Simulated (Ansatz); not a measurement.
Start from Ag in the fcc (Cu type) structure (space group Fm-3m, No. 225; a = 4.1483 Å; relaxed with 0.1 eV smearing).

Level of theory: plane-wave PAW DFT at the PBE level (Ansatz, an electronic-structure program, 420 eV), spin-orbit coupling left out.

Strains are applied to the cell and any free atomic positions relax.

One change was made to it. Results:

```tsv
quantity	base	after
energy relative to the base (free energy F)	0 meV/atom	+47 meV/atom
pressure	0.0 GPa	10.8 GPa
```

**Question.** Which change produced these results?
A) isotropic strain +0.50 %
B) isotropic strain +2.50 %
C) isotropic strain −3.00 %
D) isotropic strain −2.50 %
E) isotropic strain +3.00 %

**Answer.** C, isotropic strain −3.00 %. For comparison, the energy relative to the base in the other runs: isotropic strain +3.00 % gives +36 meV/atom; isotropic strain +2.50 % gives +25 meV/atom; isotropic strain −2.50 % gives +32 meV/atom; isotropic strain +0.50 % gives +1.1 meV/atom.

Stability against distortions was not tested.
